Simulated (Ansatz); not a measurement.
Consider CdSe in the zinc blende structure (space group F-43m, No. 216).

```xyz
2
Lattice="0.0000 3.0410 3.0410 3.0410 0.0000 3.0410 3.0410 3.0410 0.0000" Properties=species:S:1:pos:R:3 pbc="T T T"
Se     4.5615     4.5615     4.5615
Cd     0.0000     0.0000     0.0000
```

Cartesian axes are those of the cell as printed.

Computed with Ansatz (a program for electronic structure), PBEsol, PAW, cutoff 420 eV, spin-orbit coupling left out, earlier PAW set.

Strains are applied to the cell and any free atomic positions relax; under biaxial strain the out-of-plane vector relaxes too.

One change was made to it. Results:

| quantity | base | after |
|---|---|---|
| energy relative to the base (free energy F) | 0 meV/atom | +0.4 meV/atom |
| pressure | 0.00 GPa | 0.48 GPa |
| band gap | 0.48 eV | 0.50 eV |

### Question
Name the change that was made.
A. isotropic strain +4.66 %
B. biaxial strain −1.51 %, plane normal [110], relaxed out of plane
C. isotropic strain −0.30 %
D. uniaxial strain ε_zz = −3.18 %

### Answer
C, isotropic strain −0.30 %. For comparison, the energy relative to the base in the other runs: biaxial strain −1.51 %, plane normal [110], relaxed out of plane gives +3.0 meV/atom; isotropic strain +4.66 % gives +76 meV/atom; uniaxial strain ε_zz = −3.18 % gives +5.8 meV/atom.

Stability against distortions was not tested.
